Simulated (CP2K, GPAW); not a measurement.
A CP2K input for a self-consistent single point of NaH2Pd3 (P1, 6 atoms in the cell) (DFT PBEsol, GPW, DZVP-MOLOPT-SR-GTH basis, GTH-PBE potentials (GTH_POTENTIALS)):

```
&GLOBAL
  PROJECT nah2pd3
  RUN_TYPE ENERGY_FORCE
  PRINT_LEVEL LOW
&END GLOBAL
&FORCE_EVAL
  METHOD Quickstep
  STRESS_TENSOR ANALYTICAL
  &DFT
    BASIS_SET_FILE_NAME BASIS_MOLOPT
    POTENTIAL_FILE_NAME GTH_POTENTIALS
    &QS
      METHOD GPW
      EPS_DEFAULT 1E-11
    &END QS
    &MGRID
      CUTOFF 950
      REL_CUTOFF 60
      NGRIDS 5
    &END MGRID
    &SCF
      SCF_GUESS ATOMIC
      EPS_SCF 1E-7
      MAX_SCF 100
      ADDED_MOS 11
      &DIAGONALIZATION
        ALGORITHM STANDARD
      &END DIAGONALIZATION
      &MIXING
        METHOD BROYDEN_MIXING
        ALPHA 0.3
        NBUFFER 12
        BETA 1
      &END MIXING
      &SMEAR ON
        METHOD FERMI_DIRAC
        ELECTRONIC_TEMPERATURE [K] 1160.45
      &END SMEAR
    &END SCF
    &KPOINTS
      SCHEME MONKHORST-PACK 5 5 8
      GAMMA_CENTERED T
    &END KPOINTS
    &XC
      &XC_FUNCTIONAL
        &PBE
          PARAMETRIZATION PBESOL
        &END PBE
      &END XC_FUNCTIONAL
    &END XC
    &PRINT
      &MO
        EIGENVALUES T
        OCCUPATION_NUMBERS T
        NDIGITS 8
        FILENAME mo
        &EACH
          QS_SCF 0
        &END EACH
        ADD_LAST NUMERIC
      &END MO
      &MULLIKEN OFF
      &END MULLIKEN
    &END PRINT
  &END DFT
  &SUBSYS
    &CELL
      ABC 5.15443800 5.15443770 2.81356000
      ALPHA_BETA_GAMMA 90.00000000 90.00000000 113.48865225
      PERIODIC XYZ
    &END CELL
    &COORD
      Na       1.57938427     2.32807116    -0.08164107
      H       -0.53689458     3.69908842     0.04658693
      H        3.63892657     0.98898706     0.05538493
      Pd      -0.04076312     0.02456797     0.00803271
      Pd       2.63533362     0.06096845     1.43535170
      Pd      -1.07589276     2.35298895     1.34984761
    &END COORD
    &KIND Na
      BASIS_SET DZVP-MOLOPT-SR-GTH-q9
      POTENTIAL GTH-PBE-q9
    &END KIND
    &KIND H
      BASIS_SET DZVP-MOLOPT-SR-GTH-q1
      POTENTIAL GTH-PBE-q1
    &END KIND
    &KIND Pd
      BASIS_SET DZVP-MOLOPT-SR-GTH-q18
      POTENTIAL GTH-PBE-q18
    &END KIND
  &END SUBSYS
  &PRINT
    &FORCES ON
    &END FORCES
    &STRESS_TENSOR ON
    &END STRESS_TENSOR
  &END PRINT
&END FORCE_EVAL
```

Q: Translate this input to GPAW.

A: One input that does it (others would too):

```python
from ase import Atoms
from ase.units import GPa
from gpaw import GPAW

atoms = Atoms(['Na', 'H', 'H', 'Pd', 'Pd', 'Pd'],
              cell=[[2.826570, -4.310305, 0.000000],
                    [2.826570, 4.310305, 0.000000],
                    [0.000000, 0.000000, 2.813560]],
              scaled_positions=[[0.502695, 0.492470, -0.029017],
                                [0.207713, 0.782489, 0.016558],
                                [0.789362, 0.209206, 0.019685],
                                [-0.005837, 0.005197, 0.002855],
                                [0.516415, 0.012897, 0.510155],
                                [-0.010348, 0.497741, 0.479765]],
              pbc=True)

calc = GPAW(mode={'name': 'pw', 'ecut': 850},
            xc='PBEsol',
            kpts={'size': (5, 5, 8), 'gamma': True},
            occupations={'name': 'fermi-dirac', 'width': 0.1},
            nbands=-10,
            convergence={'density': 1e-05},
            symmetry={'symmorphic': False, 'tolerance': 0.0005},
            maxiter=150,
            txt='-')

atoms.calc = calc

energy = atoms.get_potential_energy()
print('Energy (eV):', round(energy, 6))
forces = atoms.get_forces()
print('Forces (eV/Ang):')
print(forces.round(5))
stress = atoms.get_stress()
print('Stress (GPa, Voigt):', (stress / GPa).round(4))
```

Basis, cutoffs, solver keys and any potentials are the target program's own. This input uses DFT PBEsol, plane waves, GPAW PAW datasets PBEsol (made by gpaw-setup).

The starting cell comes from a database of computed structures (which also holds hypothetical and non-ambient phases and stackings), without a prior relaxation at this level. For this run, on top of that: atoms moved at random.
